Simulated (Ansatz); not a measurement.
A computed series for MgS: response to strain

Base system: MgS in the rock salt structure (space group Fm-3m, No. 225; a = 5.1820 Å). Axes: x, y, z lie along the cube axes.

Strains are applied to the cell and any free atomic positions relax; under biaxial strain the out-of-plane vector relaxes too; under stress the whole cell relaxes.

Levels (all Ansatz, a program for electronic structure, PAW): PBEsol (420 eV, without spin-orbit coupling); r2SCAN (500 eV, scalar-relativistic without spin-orbit coupling); HSE06 (420 eV, spin-orbit coupling left out).

Band gaps by level, all at the geometries relaxed with PBEsol:

```json
[
 {"case": "base", "PBEsol": "2.73 eV", "r2SCAN": "3.49 eV", "HSE06": "3.83 eV"},
 {"case": "biaxial strain −4.71 %, plane normal [001], relaxed out of plane", "PBEsol": "2.59 eV", "r2SCAN": "3.36 eV", "HSE06": "3.70 eV"},
 {"case": "isotropic strain +0.73 %", "PBEsol": "2.68 eV", "r2SCAN": "?", "HSE06": "3.78 eV"},
 {"case": "uniaxial strain ε_zz = −4.01 %", "PBEsol": "2.61 eV", "r2SCAN": "?", "HSE06": "3.72 eV"},
 {"case": "uniaxial stress, 3 GPa compression along z", "PBEsol": "2.63 eV", "r2SCAN": "3.39 eV", "HSE06": "?"},
 {"case": "uniaxial stress, 3 GPa tension along x", "PBEsol": "2.57 eV", "r2SCAN": "3.33 eV", "HSE06": "3.66 eV"}
]
```

Question: Some entries are withheld; estimate them.

Answer: 
- isotropic strain +0.73 %, r2SCAN: 3.44 eV
- uniaxial strain ε_zz = −4.01 %, r2SCAN: 3.37 eV
- uniaxial stress, 3 GPa compression along z, HSE06: 3.74 eV

Single points use the geometry relaxed with PBEsol. The hybrid gap comes from the SCF mesh plus the semilocal run's edge points and a few special points and is an upper bound. Beyond what the load breaks, stability against distortions was not tested.
